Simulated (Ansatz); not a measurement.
# Pressure series in hypothetical zinc blende PbTe

The parent structure is PbTe in the zinc blende structure (space group F-43m, No. 216; a = 7.336 Å; a hypothetical phase, not in the database extracts checked).

Cell and atoms are relaxed at each pressure.

Calculations: PBE (Ansatz, a program for electronic structure; PAW; 420 eV plane waves; scalar-relativistic without spin-orbit coupling), earlier PAW set.

Notes on the quantities. enthalpy: H = E + PV relative to the base's energy.

```tsv
case	band gap	lattice parameter a	enthalpy
base	0.64 eV	7.336 Å	–
pressure −2 GPa	0.81 eV	7.588 Å	-0.65 eV/atom
pressure −1 GPa	0.72 eV	7.446 Å	-0.31 eV/atom
pressure 3 GPa	0.40 eV	7.097 Å	+0.88 eV/atom
pressure 7 GPa	0.11 eV	6.880 Å	+1.94 eV/atom
pressure 15 GPa	zero	6.594 Å	+3.84 eV/atom
pressure 30 GPa	zero	6.269 Å	+6.94 eV/atom
pressure 50 GPa	zero	5.999 Å	+10.52 eV/atom
pressure 75 GPa	zero	5.780 Å	+14.49 eV/atom
pressure 100 GPa	zero	5.622 Å	+18.10 eV/atom
```

A case with no gap was solved on a k-mesh chosen for an insulator, which is coarse for it. Spin-orbit coupling, missing from the scalar runs, can matter with Pb and Te. Load acts through the strain it causes; cell and atoms are relaxed under it. Stability against distortions was not tested. Competing high-pressure phases were not computed. All final runs are without spin polarisation. The zero or small gap of PbTe under pressure 7 GPa and PbTe under pressure 15 GPa can change with the level of theory.
